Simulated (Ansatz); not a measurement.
The starting structures come from a database of crystals and need not be the phases stable at ambient conditions.

Data:

```
Li5TaO5
1.0
    3.99558     0.00000     0.00000
    1.99779     4.83730     0.00000
    0.00000     1.85223     5.48265
Li Ta O
5 1 5
Direct
  0.28624   0.42752   0.65446
  0.71376   0.57248   0.34554
  0.30898   0.38204   0.13913
  0.69102   0.61796   0.86087
  0.00000   0.00000   0.50000
  0.00000   0.00000   0.00000
  0.14672   0.70656   0.82657
  0.85328   0.29344   0.17343
  0.15740   0.68520   0.31882
  0.84260   0.31480   0.68118
  0.50000   0.00000   0.00000
```

Space group of this cell: C2/m. The cell is taken as given.

Transport runs along the normal of the first two printed cell vectors.

No gap correction and no spin-orbit coupling; mid-gap values are interpolated between computed energies.

### Question
Estimate the band gap and the smallest decay constant κ at mid-gap that PBEsol in Ansatz (a quantum-chemistry and plane-wave program) returns for this system.

### Answer
Gap 3.81 eV on a 8×8×6 mesh; κ = 0.372 1/Å, at (0.000, 0.500) of the in-plane reciprocal vectors. At the zone centre, at the nearest computed energy, the slowest state has κ = 0.37 1/Å.
